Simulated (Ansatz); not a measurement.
Consider Os in the hcp (Mg type) structure (space group P6_3/mmc, No. 194).

```
Os
1.0
    2.75485     0.00000     0.00000
   -1.37743     2.38577     0.00000
    0.00000     0.00000     4.34430
Os
2
Direct
  0.33333   0.66667   0.75000
  0.66667   0.33333   0.25000
```

Levels (all Ansatz, an electronic-structure program, PAW): PBE (420 eV, no spin-orbit coupling); r2SCAN (500 eV, without spin-orbit coupling).

The geometry is relaxed with PBE.

- PBE pressure = 0.0 GPa

With r2SCAN at the same geometry, the pressure goes from zero to -7.6 GPa.

Single points use the geometry relaxed with PBE. Their cutoffs differ, which shifts pressures a little. Whether these cells are dynamically stable was not tested. The final runs are not spin-polarised.
